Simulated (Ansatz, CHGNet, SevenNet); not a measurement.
## Ladder of methods for the equilibrium volume per atom of VSi2 (P6₂22, No. 180)

Reference value: 12.82 Å³/atom (measured, temperature not stated, copied from a table, unchecked, not corrected to a static lattice; as tabulated in Materials Research Society Symposia Proceedings 646, N4.3.1 (2001)).

```json
[
 {"level (code)": "CHGNet 0.3.0 (CHGNet)", "value (Å³/atom)": "___"},
 {"level (code)": "CHGNet-r²SCAN (CHGNet)", "value (Å³/atom)": "12.41"},
 {"level (code)": "SevenNet-0 (SevenNet)", "value (Å³/atom)": "12.80"},
 {"level (code)": "LDA (Ansatz)", "value (Å³/atom)": "___"},
 {"level (code)": "PBE (Ansatz)", "value (Å³/atom)": "12.77"},
 {"level (code)": "PBEsol (Ansatz)", "value (Å³/atom)": "12.44"},
 {"level (code)": "PBE-D3(BJ) (Ansatz)", "value (Å³/atom)": "12.25"},
 {"level (code)": "PBE-D4 (Ansatz)", "value (Å³/atom)": "12.37"},
 {"level (code)": "r²SCAN (Ansatz)", "value (Å³/atom)": "___"},
 {"level (code)": "r²SCAN-D4 (Ansatz)", "value (Å³/atom)": "12.37"},
 {"level (code)": "r²SCAN+rVV10 (Ansatz)", "value (Å³/atom)": "12.44"}
]
```

Q: What belongs in the gaps?

A: 
- CHGNet 0.3.0 (CHGNet), value (Å³/atom): 12.72
- LDA (Ansatz, a first-principles code), value (Å³/atom): 12.18
- r²SCAN (Ansatz), value (Å³/atom): 12.49

Differences against the reference: CHGNet 0.3.0 -0.8 %, CHGNet-r²SCAN -3.2 %, SevenNet-0 -0.2 %, LDA -5.0 %, PBE -0.4 %, PBEsol -3.0 %, PBE-D3(BJ) -4.4 %, PBE-D4 -3.5 %, r²SCAN -2.6 %, r²SCAN-D4 -3.5 %, r²SCAN+rVV10 -3.0 %.

The reference's temperature isn't stated, so close values are not ranked against it. Off by more than 3.8 % (a bound picked here): LDA (-5.0 %), PBE-D3(BJ) (-4.4 %).

The measured value isn't corrected to a static lattice, so vibrations enter the comparison. A static lattice is as a rule a little smaller than the measured one. The crystal itself was run without spin with LDA, PBE, PBEsol, PBE-D3(BJ), PBE-D4, r²SCAN, r²SCAN-D4, r²SCAN+rVV10. Ansatz's density-functional and Hartree–Fock values are scalar-relativistic unless marked +SOC, with PAW data made under PBE.

Machine-learned potentials (CHGNet 0.3.0, CHGNet-r²SCAN, SevenNet-0) are trained on DFT data, which may include these solids.

Differences are worked out from the printed values.
